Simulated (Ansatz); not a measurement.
V_Ge in hexagonal Ge2Sb2Te5 (Kooi stacking) (start: the Ge site; 81-site cell, 2×2×2 Γ-centred sampling), charge 0. Computed with PBE-D3(BJ), PAW (plane waves to 420 eV; Ansatz, a quantum-chemistry and plane-wave program).

- total energy of the defect cell: -503875.6738 eV
- total energy of the perfect cell: -508171.2783 eV
- μ(Ge) in germanium, atoms added −1: -4295.2669 eV
- Δμ(Ge), Ge-rich: 0.000 eV

Work out the formation energy.

E_f = E(defect) − E(perfect) − Σ n μ = 4295.605 − (4295.267) = 0.34 eV.
